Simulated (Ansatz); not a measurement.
A computed series for GaN: pressure series

The reference is GaN in the wurtzite structure (space group P6_3mc, No. 186; a = 3.183 Å, c = 5.185 Å).

Cell and atoms are relaxed at each pressure.

All numbers come from PBEsol (Ansatz, a quantum-chemistry and plane-wave program, PAW, scalar-relativistic without spin-orbit coupling).

Candidates:
(a) pressure 9 GPa
(b) pressure 18 GPa
(c) pressure 4.2 GPa
(d) pressure −2 GPa

Before the change:

- Width of the top valence band: 2.82 eV

Order them by width of the top valence band, lowest first.

(d) pressure −2 GPa (2.78 eV), (c) pressure 4.2 GPa (2.89 eV), (a) pressure 9 GPa (2.97 eV), (b) pressure 18 GPa (3.11 eV)

The levels and masses belong to the bands next to the band gap. Load acts through the strain it causes; cell and atoms are relaxed under it. No phonon test of stability was made. Tetrahedral semiconductors of this kind turn to denser phases somewhere between about 1 and 50 GPa; those were not computed, so compressed cells here can lie past the real transition.
